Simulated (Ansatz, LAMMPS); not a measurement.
# How the lattice constant a of Ge (model structure, started from the beta-W type, Pm-3n, No. 223, 8 atoms in the cell) moves with the method

No measured value is used here.

```json
[
 {"level (code)": "SNAP Ge_Zuo_JPCA2020.quadratic.snap (LAMMPS)", "value (Å)": "5.364"},
 {"level (code)": "LDA (Ansatz)", "value (Å)": "[?]"},
 {"level (code)": "PBE (Ansatz)", "value (Å)": "5.414"},
 {"level (code)": "PBE-D3(BJ) (Ansatz)", "value (Å)": "[?]"},
 {"level (code)": "r²SCAN (Ansatz)", "value (Å)": "5.364"},
 {"level (code)": "r²SCAN+rVV10 (Ansatz)", "value (Å)": "5.340"}
]
```

Task: Complete the blanks.

Result: 
- LDA (Ansatz, a quantum-chemistry and plane-wave program), value (Å): 5.280
- PBE-D3(BJ) (Ansatz), value (Å): 5.334

PBE-D3(BJ): a distance lies near a switch of the dispersion term, which can move the cell. Cutoffs differ between the levels. Ansatz's density-functional and Hartree–Fock values are scalar-relativistic unless marked +SOC, with PAW data made under PBE.

Machine-learned potentials (SNAP Ge_Zuo_JPCA2020.quadratic.snap) are trained on DFT data: a solid inside that data is no test of them.

A model structure was made by putting elements into a prototype or built by hand; it is no filed structure, need not be a known phase, and can be a saddle point held by its symmetry.
